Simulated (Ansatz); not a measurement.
## Cubic perovskite CsPbCl₃ (cubic high-temperature phase): elastic constant C12 by level of theory

No measured value is used here.

```csv
level (code),value (GPa),cell (Å³/atom)
LDA (Ansatz),8.94,33.79
PBE (Ansatz),8.17,37.83
PBEsol (Ansatz),8.07,35.60
r²SCAN (Ansatz),8.44,36.61
HSE06 (Ansatz),8.43,37.16
```

Density-functional levels without +SOC have no spin–orbit coupling. LDA, PBE, PBEsol, r²SCAN, HSE06: the relaxation could not lower the start's symmetry, so the cell can be a saddle point above a distorted one. Each level is taken at its own relaxed cell. Cutoffs differ between the levels. Ansatz's density-functional and Hartree–Fock values are scalar-relativistic unless marked +SOC, with PAW data made under PBE.

Ansatz is a quantum-chemistry and plane-wave program.
